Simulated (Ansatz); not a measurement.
Consider CdO in the rock salt structure (space group Fm-3m, No. 225; a = 4.768 Å).

Calculations: DFT with PBE, PAW potentials and a 420 eV plane-wave cutoff in Ansatz (a program for electronic structure), scalar-relativistic without spin-orbit coupling, earlier PAW set.

For the base:

- Volume per atom = 13.55 Å³

Perturbation: cell and atoms relaxed at a pressure of 50 GPa.

Question: What happens to the volume per atom?

Answer: The volume per atom drops by 2.78 Å³ to 10.77 Å³.

The mesh was chosen for an insulator and is coarse for the gapless case. Load acts through the strain it causes; cell and atoms are relaxed under it. Stability against distortions was not tested. No other phases were tried under pressure. The final runs are not spin-polarised.
